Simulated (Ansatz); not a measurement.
**SnGe (model structure, started from the alpha GeTe type, Fm-3m, No. 225, 2 atoms in the cell)**

These are PBE-D3(BJ) (Ansatz, a quantum-chemistry and plane-wave program, plane waves, PAW) values and carry that method's errors.

Run with plane-wave cutoff 500 eV, 12×12×12 k mesh, Fermi–Dirac smearing 0.05 eV, scalar-relativistic PAW data made under PBE.

Cell (relaxed at this level):

```
CELL_PARAMETERS angstrom
      2.02428     1.16872     3.30572
     -2.02428     1.16872     3.30572
      0.00000    -2.33744     3.30572
ATOMIC_POSITIONS crystal
  Sn 0.75000 0.75000 0.75000
  Ge 0.25000 0.25000 0.25000
```

- band gap = zero (no gap)

Note: the relaxation could raise the start's symmetry but not lower it, so the cell can be a saddle point.

Spin–orbit coupling is not included.

Computed values are for the static lattice.

It cost around 40 core-seconds (rough) of CPU time.

A model structure was made by putting elements into a prototype or built by hand; it is no filed structure, need not be a known phase, and can be a saddle point held by its symmetry.
